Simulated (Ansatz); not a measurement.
We consider TcAgO4 (I4₁/a, No. 88, 12 atoms in the cell; start COD 2013356), described by r²SCAN (PAW; Ansatz, a first-principles code).

Run with plane-wave cutoff 560 eV, 10×10×10 k mesh, Fermi–Dirac smearing 0.01 eV, no spin polarisation, scalar-relativistic PAW data made under PBE.

Cell (relaxed at this level):

```
AgTcO4
1.0
   -2.64550     2.64550     5.79692
    2.64550    -2.64550     5.79692
    2.64550     2.64550    -5.79692
Ag Tc O
2 2 8
Cartesian
  0.00000   0.00000   5.79692
  2.64550   0.00000   2.89846
  0.00000   0.00000   0.00000
  0.00000   2.64550   2.89846
  0.71908   1.41169   3.86704
  1.41169   1.92642   6.76550
  1.92642   1.23380  -1.92988
  1.23380   0.71908   0.96858
  1.92642  -1.41169   4.82834
  1.23380   3.36457   1.92988
  0.71908   4.05719  -0.96858
  1.41169  -0.71908   7.72680
```

What does this level give for the band gap, direct gap at Γ and bulk modulus B0?


band gap: 1.74 eV (on the SCF k mesh)
direct gap at Γ: 2.11 eV
bulk modulus B0: 50.0 GPa

Note: the relaxation could not lower the start's symmetry, so the cell can be a saddle point above a distorted one; the bulk modulus is −V dP/dV from two relaxed cells at ±2 % in volume.

Spin–orbit coupling is not included.

The computed numbers hold no vibrational or temperature effects.
